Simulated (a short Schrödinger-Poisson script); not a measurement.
Solved with a short Schrödinger-Poisson script written for these runs: one-band effective-mass equation with BenDaniel-Duke matching, electrons, heavy and light holes apart, hard walls at the outer ends, one valence edge for both holes (no strain splitting), no charge, excitons, band mixing or non-parabolicity; under a field the levels are quasi-bound states of a box, listed while three quarters of their weight lies within 4 nm of the wells.

Structure: single GaAs/Al0.25Ga0.75As quantum well.

From the first side: 20 nm Al0.25Ga0.75As; 4 nm GaAs; 20 nm Al0.25Ga0.75As.

The device is made up for the run: typed textbook-type constants, with dimensions and the other settings drawn at random. GaAs: direct gap (eV) 1.424, conduction-band edge (eV) 0, electron mass (mₑ) 0.067, heavy-hole mass 0.377, light-hole mass 0.09. Al0.25Ga0.75As: direct gap (eV) 1.736, conduction-band edge (eV) 0.198, electron mass (mₑ) 0.0878, heavy-hole mass 0.402, light-hole mass 0.1125.

The valence-band edge of each layer lies one gap below its conduction-band edge. The electron's potential energy rises along the stack by the applied field. Mesh 0.03 nm at interfaces.

### Question
Give the squared e1-hh1 overlap at zero applied field; the hh1 − lh1 (meV); the e1-hh1 transition at zero applied field (eV).

### Answer
squared e1-hh1 overlap at zero applied field: 0.94; hh1 − lh1 (meV): 29.2; e1-hh1 transition at zero applied field (eV): 1.538. Excitons are left out, and strain enters only through the typed gaps and offsets, so measured lines lie elsewhere.
